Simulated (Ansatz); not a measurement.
## LuAlN₂ (model structure, started from the LiGaO2 type, Pna2₁, No. 33, 16 atoms in the cell)

Level of theory: LDA in Ansatz (plane waves, PAW).

Run with plane-wave cutoff 520 eV, 6×6×8 k mesh (along the axes of the cell as run), Fermi–Dirac smearing 0.01 eV, scalar-relativistic PAW data made under PBE.

Cell (relaxed with PBEsol):

AlLuN2 is taken in the orthorhombic space group Pna2₁ (No. 33), Pearson symbol oP16. Lattice parameters: a = 5.8666 Å, b = 6.9154 Å, c = 5.1335 Å, α = β = γ = 90.00°. Lu on 4a is coordinated by 4 N at 2.152–2.239 Å and 1 N at 2.905 Å. Al on 4a sees 4 N at 1.881–1.941 Å (tetrahedral). N1 on 4a sees 2 Al at 1.881–1.892 Å and 2 Lu at 2.152–2.163 Å (tetrahedral). N2 on 4a has 2 Al at 1.933–1.941 Å and 2 Lu at 2.234–2.239 Å and 1 Lu at 2.905 Å. (Neighbours: up to the widest gap in distance over summed covalent radii, below 1.35, at either atom; cation-cation and far metal-metal contacts left out.)

```
Property                                      Result
-------------------------------------------  -------
band gap                                     2.80 eV
smallest direct gap on the k points sampled  2.85 eV
direct gap at Γ                              3.01 eV
```

Note: the relaxation could raise the start's symmetry but not lower it, so the cell can be a saddle point; cell and atoms aren't relaxed at this level (largest force component 0.05 eV/Å, pressure -4.5 GPa).

Spin–orbit coupling is not included.

Cost on a shared machine: roughly 5 core-minutes.

A model structure was made by putting elements into a prototype or built by hand; it is no filed structure, need not be a known phase, and can be a saddle point held by its symmetry.

Ansatz is a program for electronic structure.
